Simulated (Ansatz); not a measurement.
```
Te
1.0
    4.62412     0.00000    -0.10034
   -2.31206     4.00460     0.05017
   -0.12810     0.00000     5.90339
Te
3
Direct
  0.25599   0.00608   0.33852
  0.00317   0.25036   0.66435
  0.74084   0.74356   0.99713
```

No spin polarisation.

Computed with Ansatz (an electronic-structure program) r2SCAN, without spin-orbit coupling. Settings: 8×8×6 k-points, 0.05 eV Fermi–Dirac smearing.

### Question
Predict the pressure and space group.

### Answer
Pressure (mean of the normal stresses, compression positive): 1.0 kbar
Space group: P1 (No. 1)

The cells carry an imposed strain or load. Stability against distortions was not tested. The cell was made from Te (space group P3_121, No. 152; made of chains) by this change: tensor shear ε_xz = −2.17 %. No dispersion term is included, though the crystal is made of layers, chains or molecules, so its spacings can come out too wide.
